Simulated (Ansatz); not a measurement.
The structure below was relaxed with PBE/PAW in Ansatz (a program for electronic structure), no spin-orbit coupling.

Space group F-43m (No. 216); a = b = c = 4.691 Å, α = β = γ = 90.00°

```tsv
atom	site	symmetry	x	y	z
P	4a	-43m	0.0000	0.0000	0.0000
N	4c	-43m	0.2500	0.2500	0.2500
```

### Question
Write out a cell with all atoms.

### Answer
```cif
data_N4P4
_chemical_formula_sum 'P4 N4'
_space_group_name_H-M_alt 'P 1'
_space_group_IT_number 1
_cell_length_a 4.69115
_cell_length_b 4.69115
_cell_length_c 4.69115
_cell_angle_alpha 90.000
_cell_angle_beta 90.000
_cell_angle_gamma 90.000
loop_
_space_group_symop_operation_xyz
  'x, y, z'
loop_
_atom_site_label
_atom_site_type_symbol
_atom_site_fract_x
_atom_site_fract_y
_atom_site_fract_z
_atom_site_occupancy
P1 P 0.00000 0.00000 0.00000 1
N1 N 0.25000 0.25000 0.25000 1
P2 P 0.00000 0.50000 0.50000 1
N2 N 0.25000 0.75000 0.75000 1
P3 P 0.50000 0.00000 0.50000 1
N3 N 0.75000 0.25000 0.75000 1
P4 P 0.50000 0.50000 0.00000 1
N4 N 0.75000 0.75000 0.25000 1
```
This is the conventional cell.

Whether these cells are dynamically stable was not tested. All final runs are without spin polarisation. The cell was made from AlN by this change: Al → P; the result is a hypothetical phase, not in the database extracts checked.
